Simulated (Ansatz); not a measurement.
BaBr2 (Pnma, No. 62) was calculated with HSE06 (Ansatz, a first-principles code, plane waves, PAW).

Settings: plane-wave cutoff 500 eV, 4×4×2 k mesh (along the axes of the cell as run), gaussian smearing 0.02 eV, scalar-relativistic PAW data made under PBE.

Cell (relaxed with r²SCAN):

```
BaBr2
1.0
    8.31817     0.00000     0.00000
    0.00000     4.99299     0.00000
    0.00000     0.00000     9.98890
Ba Br
4 8
Direct
  0.24791   0.25000   0.88326
  0.75209   0.75000   0.11674
  0.25209   0.75000   0.38326
  0.74791   0.25000   0.61674
  0.02612   0.25000   0.16829
  0.97388   0.75000   0.83171
  0.47388   0.75000   0.66829
  0.52612   0.25000   0.33171
  0.35701   0.75000   0.07091
  0.64299   0.25000   0.92909
  0.14299   0.25000   0.57091
  0.85701   0.75000   0.42909
```

Task: Predict the band gap.

Result: 
- band gap: 5.43 eV (on the SCF k mesh)

Note: cell and atoms aren't relaxed at this level (largest force component 0.03 eV/Å).

Spin–orbit coupling is not included.

Static lattice: no zero-point or thermal effects.

The result took roughly 50 core-minutes.
